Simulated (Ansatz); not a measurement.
# A constructed model of the (111) surface of fcc Cu, p(2x2) surface alloy, In on one Cu site of the top plane (bottom of the slab: a bare face, its two planes held)

These are PBE (plane waves to 420 eV, PAW; Ansatz, a first-principles code) values and carry that method's errors.

Slab: 24 atoms, 10.5 Å thick at the start (thin: gaps and levels are the slab's own); k 9x9x1, smearing 0.1 eV, dipole-corrected; 8 atoms held, the rest relaxed; held to the start's symmetry, so lower structures may exist; no spin, no spin-orbit, no U. It is one candidate, not shown to be the stable structure of the face.

| Property | Result |
|---|---|
| work function of the top face | 4.28 eV |
| energy released by relaxation | 0.54 eV |
| cost | about 9 core-minutes (a rough figure) |
